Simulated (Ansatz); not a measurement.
Effective masses and thermopower of BeSe under load (space group I-4m2)

Consider the following.

```
BeSe
1.0
    0.00000     2.60283     2.53257
    2.60283     0.00000     2.53257
    2.60283     2.60283     0.00000
Be Se
1 1
Cartesian
  0.00000   0.00000   0.00000
  1.30141   1.30141   1.26629
```

These are PBEsol with spin-orbit coupling, rigid bands (plane waves, PAW; Ansatz, an electronic-structure program) values and carry that method's errors. Condition of this run: biaxial stress xx = yy = -2 GPa (compression positive) (the target of the relaxation). Geometry: cell and atoms relaxed with PBEsol, then loaded as said.

| Item | Result |
|---|---|
| band gap | 2.19 eV |
| electron conductivity mass (300 K, dilute) | 0.28 (x), 0.28 (y), 0.83 (z) mₑ |
| hole conductivity mass (300 K, dilute) | 0.58 (x), 0.58 (y), 0.46 (z) mₑ |
| effective density of states N_c (300 K) | 6.4e18 cm⁻³ |
| effective density of states N_v (300 K) | 8.5e18 cm⁻³ |
| density-of-states mass, electrons | 0.40 mₑ |
| density-of-states mass, holes | 0.49 mₑ |
| Seebeck coefficient, n-type 1e19 cm⁻³, 300 K | -190 μV/K |
| best n-type power factor at 300 K for τ = 10 fs (best axis; densities from 1e16 to 1e21 cm⁻³ tried, whether or not they can be reached) | 7.0 μW/(cm·K²) at 3e20 cm⁻³ |
| Seebeck coefficient, p-type 1e19 cm⁻³, 300 K | 239 μV/K |
| best p-type power factor at 300 K for τ = 10 fs (best axis; densities from 1e16 to 1e21 cm⁻³ tried, whether or not they can be reached) | 7.6 μW/(cm·K²) at 3e20 cm⁻³ |

Rigid bands; masses and Seebeck coefficients take one relaxation time τ for all states and one kind of carrier; polarons and phonon drag are left out.
